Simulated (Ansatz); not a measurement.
# AlN: alloy series

Take AlN in the zinc blende structure (space group F-43m, No. 216; a = 4.370 Å) as the base.

The other end (x = 1) is GaN in the zinc blende structure (space group F-43m, No. 216): 11.38 Å³/atom, gap 2.17 eV; this end may not be an ambient phase.

Ga replaces a fraction x of Al; each row is one arrangement (x, atoms in the cell, starting space group or random), fully relaxed.

Calculations: Kohn–Sham DFT with the r2SCAN functional, run in Ansatz (a first-principles code) with PAW and 500 eV plane waves, no spin-orbit coupling, earlier PAW set.

Notes on the quantities. gap character: in this cell's own zone, which can be folded; deviation of the volume from the linear: Vegard-type) interpolation.

```json
[
 {"variant": "x(Ga) = 0.25, 8 atoms, R3m", "gap character": "indirect, Γ → F", "mixing energy": "+4 meV/atom", "deviation of the volume from the linear": "0.0 %"},
 {"variant": "x(Ga) = 0.667, 6 atoms, I-4m2", "gap character": "direct at Γ", "mixing energy": "+1 meV/atom", "deviation of the volume from the linear": "-0.1 %"},
 {"variant": "x(Ga) = 0.667, 6 atoms, P3m1", "gap character": "direct at Γ", "mixing energy": "+4 meV/atom", "deviation of the volume from the linear": "0.0 %"},
 {"variant": "x(Ga) = 0.75, 8 atoms, Cm", "gap character": "direct at Γ", "mixing energy": "+1 meV/atom", "deviation of the volume from the linear": "-0.1 %"},
 {"variant": "x(Ga) = 0.75, 8 atoms, R3m", "gap character": "direct at Γ", "mixing energy": "+4 meV/atom", "deviation of the volume from the linear": "0.0 %"}
]
```

Each cell is one ordered arrangement of few atoms, which overstates ordering effects compared with a random alloy. No phonon test of stability was made. This is not the structure that AlN has at room temperature and ambient pressure. This is not the structure that GaN has at room temperature and ambient pressure. Labels are those of the standard path for the cell's own space group.
